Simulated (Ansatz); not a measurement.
**WSe2 with two functionals, electrons 3.0×10^21 cm⁻³**

The parent structure is WSe₂ (space group P6_3/mmc, No. 194; a = 3.279 Å, c = 12.786 Å; layered, stacked along the Cartesian z axis).

(Cell as relaxed with PBE-D3(BJ).)

Levels (all Ansatz, an electronic-structure program, PAW, earlier PAW set): PBE-D3(BJ) (420 eV, scalar-relativistic without spin-orbit coupling); r2SCAN+rVV10 (500 eV, no spin-orbit coupling).

Each level relaxes its own structure.

```json
[
 {"base": "volume per atom", "PBE-D3(BJ)": "19.84 Å³", "r2SCAN+rVV10": "20.66 Å³"},
 {"base": "lattice parameter a", "PBE-D3(BJ)": "3.279 Å", "r2SCAN+rVV10": "3.300 Å"},
 {"base": "band gap", "PBE-D3(BJ)": "0.87 eV", "r2SCAN+rVV10": "1.12 eV"}
]
```

The change: electrons 3.0×10^21 cm⁻³, on a uniform background at fixed cell.

```tsv
quantity	PBE-D3(BJ)	r2SCAN+rVV10
gap character	indirect, Γ → K–Γ (47 % along)	indirect, Γ → K–Γ (47 % along)
gap between the host's bands	0.84 eV	1.10 eV
shift of the gap caused by the change	-0.03 eV	-0.02 eV
Fermi level relative to the doped band's edge (positive inside the band; to 0.05 eV)	+0.45 eV	+0.40 eV
largest internal atomic displacement	0.013 Å	0.013 Å
```

PBE-D3(BJ)'s gap between the host's bands lies 0.26 eV below r2SCAN+rVV10's; the two agree on the gap character and largest internal atomic displacement. Neither level is exact; r2SCAN+rVV10 is the comparison here, not a measurement.

Charged cell with a jellium background: band edges are those of the host's band count, energies are not comparable with the neutral cell, and many-body gap narrowing is missing. With W present, leaving out spin-orbit coupling can change the band edges. Stability against distortions was not tested.
